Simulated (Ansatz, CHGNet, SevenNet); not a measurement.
# HfSi₂ (Cmcm, No. 63; start mp-1069): volume per atom by level of theory

No measured value is used here.

```
level (code)              value (Å³/atom)
------------------------  ---------------
CHGNet 0.3.0 (CHGNet)               16.44
SevenNet-0 (SevenNet)               16.41
SevenNet-l3i5 (SevenNet)            16.41
LDA (Ansatz)                        15.52
PBE (Ansatz)                        16.39
PBEsol (Ansatz)                     15.86
PBE-D3(BJ) (Ansatz)                 15.80
PBE-D4 (Ansatz)                     15.96
```

Density-functional levels without +SOC have no spin–orbit coupling. CHGNet 0.3.0, SevenNet-0, SevenNet-l3i5, LDA, PBE, PBEsol, PBE-D3(BJ), PBE-D4: the relaxation could not lower the start's symmetry, so the cell can be a saddle point above a distorted one. Ansatz's density-functional and Hartree–Fock values are scalar-relativistic unless marked +SOC, with PAW data made under PBE.

Machine-learned potentials (CHGNet 0.3.0, SevenNet-0, SevenNet-l3i5) are trained on DFT data, which may include these solids.

A start named mp-… is a Materials Project structure, which can be a computed phase never made.

Ansatz is a first-principles code.
